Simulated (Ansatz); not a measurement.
Input and output of a self-consistent single point for VW (Cmm2, 2 atoms in the cell) (Ansatz, a first-principles code).

Method of the run: PBEsol, default PAW files made with PBE (plane waves; Ansatz).

The change in words: lattice scaled by 0.98; basis.ecutwfc: 420 eV → 210 eV. Reference geometry:
```yaml
crystal:
  lattice:
    - [1.55277, -2.23052, 0.00000]
    - [1.55277, 2.23052, 0.00000]
    - [0.00000, 0.00000, 4.29276]
  atoms:
    - { symbol: V, position: [0.00000, 0.00000, 0.01165] }
    - { symbol: W, position: [0.50000, 0.50000, 0.50000] }
```

Reference input (self-consistent single point, DFT, PBEsol, plane waves, default PAW files made with PBE): basis.ecutwfc = 420 eV; kpoints.mp_grid.grid = 11 11 7; hamiltonian.xc = pbesol; hamiltonian.pseudopotentials = {kind: paw} (the program's default PAW files); scf.occupations.method = gaussian; scf.occupations.width = 0.1 eV. This run's input differs from it in these lines:

Ansatz 0.2 input:
```diff
@@ -2,5 +2,5 @@
   lattice:
-    - [1.55277000, -2.23051700, 0.00000000]
-    - [1.55277000, 2.23051700, 0.00000000]
-    - [0.00000000, 0.00000000, 4.29275700]
+    - [1.52171500, -2.18590700, 0.00000000]
+    - [1.52171500, 2.18590700, 0.00000000]
+    - [0.00000000, 0.00000000, 4.20690200]
   atoms:
@@ -9,3 +9,3 @@
 basis:
-  ecutwfc: 420.0
+  ecutwfc: 210.0
 kpoints:
```

Log, with long lists cut:

```
SCF iter   1: F=—  HF=-13134.937438 eV  |F-HF|=—  |Δ(HF+E_count)|=         —  Δρ=1.08e-1  dr2=2.27e0  ethr=1.77e-3  ⟨swp⟩=4.3  Hψ=11268  notcnv=0
all-band conjugate gradients solve this SCF's bands
preconditioner: auto → none
SCF iter   2: F=—  HF=-13134.247951 eV  |F-HF|=—  |Δ(HF+E_count)|=   6.89e-1  Δρ=4.70e-2  dr2=3.49e-1  ethr=1.77e-3  ⟨swp⟩=2.0  Hψ=6130  notcnv=0  defer=43
   [... lines left out ...]
SCF iter   5: F=—  HF=-13134.107911 eV  |F-HF|=—  |Δ(HF+E_count)|=   5.59e-4  Δρ=8.67e-4  dr2=4.19e-4  ethr=1.14e-5  ⟨swp⟩=2.0  Hψ=3352  notcnv=0  defer=43
SCF iter   6: F=—  HF=-13134.107850 eV  |F-HF|=—  |Δ(HF+E_count)|=   6.09e-5  Δρ=2.93e-4  dr2=3.09e-5  ethr=1.55e-6  ⟨swp⟩=2.0  Hψ=3262  notcnv=0  defer=43
SCF iter   7: F=—  HF=-13134.107900 eV  |F-HF|=—  |Δ(HF+E_count)|=   4.97e-5  Δρ=6.64e-5  dr2=1.04e-6  ethr=1.14e-7  ⟨swp⟩=2.1  Hψ=3150  notcnv=0  defer=43
SCF iter   8: F=-13134.107900 eV  HF=-13134.107900 eV  |F-HF|=3.80e-8  |Δ(HF+E_count)|=   7.85e-8  Δρ=1.53e-5  dr2=5.72e-8  ethr=3.70e-10  ⟨swp⟩=5.6  Hψ=9154  notcnv=0
SCF 1 converged in 8 iterations: F = -13134.107900 eV  dr2 = 5.72e-8
Free energy (F): -13134.107900 eV
Internal energy: -13134.100697 eV  (E = F + TS)
E sigma→0 (E₀):  -13134.104298 eV
Entropy (-TS):   -0.007203 eV (-3.602 meV/atom)
Fermi energy:    20.434216 eV
--- Forces (eV/Å), atoms counted from 1 ---
  atom   1  V      0.00000000     0.00000000    -0.40753054
  atom   2  W      0.00000000     0.00000000     0.40752893
--- Stress (GPa, compression-positive) ---
        8.821614       0.000000       0.000000
        0.000000      14.204177       0.000000
        0.000000       0.000000       5.730309
  P = ⅓ Tr σ = 9.5854 GPa (95.854 kbar)
  The stress holds the Pulay correction. Without it, at fixed plane waves, as pw.x and ABINIT print it: P = -204.1000 GPa
```

The run converged in 8 iterations. Against the reference run the free energy goes up by 3.93 eV/atom, the pressure goes from -8.62 to 9.59 GPa and the largest force goes from 0.462 to 0.408 eV/Å.

The starting cell comes from a database of computed structures (which also holds hypothetical and non-ambient phases and stackings), without a prior relaxation at this level. Its lattice was rescaled by up to half a per cent. One atom was moved a little off its site on purpose. For this run, on top of that: lattice scaled by 0.98. Spin polarisation is off. Ansatz's pressure includes its estimate of the finite-basis (Pulay) stress. Without the estimate this run gives -204.10 GPa. The cutoff lies below the one recommended for these files.
